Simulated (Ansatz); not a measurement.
The starting structures come from a database of crystals and need not be the phases stable at ambient conditions.

 Where the default PAW files enter, the runs use the earlier of Ansatz's two default sets.

Crystal: K2MgH4 (I4/mmm, not sure to be the ambient phase, 7 atoms a cell, 15.0 Å³ an atom); planes in its conventional cell.

Computed with r2SCAN (plane waves, PAW; Ansatz, a first-principles code).

No gap correction and no spin-orbit coupling; mid-gap values are interpolated between computed energies.

```tsv
plane	area of the cell (Å²)	mid-gap κ (1/Å)	largest κ in the gap (1/Å)
(001)	15.8	0.44	0.45
(110)	37.5	(withheld)	(withheld)
```

### Question
The slowest decay depends on the direction. Supply the withheld values.

### Answer

- (110), mid-gap κ (1/Å): 0.37
- (110), largest κ in the gap (1/Å): 0.38
